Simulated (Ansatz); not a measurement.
**PBE against r2SCAN: CdSe, isotropic strain −1.38 %**

Take CdSe in the zinc blende structure (space group F-43m, No. 216; a = 6.1964 Å) as the base.

(Cell as relaxed with PBE.)

Levels (all Ansatz, a quantum-chemistry and plane-wave program, PAW, earlier PAW set): PBE (420 eV, without spin-orbit coupling); r2SCAN (500 eV, no SOC).

Each level relaxes its own structure.

```csv
base,PBE,r2SCAN
volume per atom,29.74 Å³,28.84 Å³
lattice parameter a,619.6 pm,613.3 pm
band gap,0.49 eV,1.03 eV
```

Modification: every lattice vector is shortened by 1.38 %; the atoms relax in the strained cell.

```json
[
 {"quantity": "energy relative to the base (free energy F)", "PBE": "+7.5 meV/atom", "r2SCAN": "?"},
 {"quantity": "band gap", "PBE": "0.58 eV", "r2SCAN": "?"},
 {"quantity": "pressure", "PBE": "2.05 GPa", "r2SCAN": "?"}
]
```

Predict the r2SCAN column.


- energy relative to the base (free energy F), r2SCAN: +8.4 meV/atom
- band gap, r2SCAN: 1.13 eV
- pressure, r2SCAN: 2.37 GPa

PBE's energy relative to the base lies 0.9 meV/atom below r2SCAN's; PBE's band gap lies 0.55 eV below r2SCAN's; PBE's pressure lies 0.32 GPa below r2SCAN's. Neither level is exact; r2SCAN is the comparison here, not a measurement.

No phonon test of stability was made.
